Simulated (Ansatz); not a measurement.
**Fluorite PtAl₂**

All values below come from PBEsol (PAW; Ansatz, a first-principles code).

Run with plane-wave cutoff 500 eV, 16×16×16 k mesh, Fermi–Dirac smearing 0.1 eV, scalar-relativistic PAW data made under PBE.

Cell (relaxed at this level):

```cif
data_Al8Pt4
_chemical_formula_sum 'Al8 Pt4'
_space_group_name_H-M_alt 'Fm-3m'
_space_group_IT_number 225
_space_group_name_Hall '-F 4 2 3'
_cell_length_a 5.89680
_cell_length_b 5.89680
_cell_length_c 5.89680
_cell_angle_alpha 90.000
_cell_angle_beta 90.000
_cell_angle_gamma 90.000
loop_
_atom_site_label
_atom_site_type_symbol
_atom_site_symmetry_multiplicity
_atom_site_Wyckoff_symbol
_atom_site_fract_x
_atom_site_fract_y
_atom_site_fract_z
_atom_site_occupancy
Al1 Al 8 c 0.25000 0.25000 0.25000 1
Pt1 Pt 4 a 0.00000 0.00000 0.00000 1
```
(The calculation used a cell of 3 atoms; values per cell refer to that cell.)

| Quantity | Result |
|---|---|
| equilibrium volume per atom | 17.09 Å³/atom |
| equilibrium lattice constant a | 5.897 Å |

Measured, for comparison: lattice constant a 5.91 Å (temperature not stated, copied from a table, unchecked, not corrected to a static lattice; as tabulated in Crystal Structures 1, 239 (1963)). Computed (rounded) less measured: lattice constant a not scored (unchecked).

Spin–orbit coupling is not included.

Static lattice: no zero-point or thermal effects.

Cost on a shared machine: around 50 core-seconds (rough).
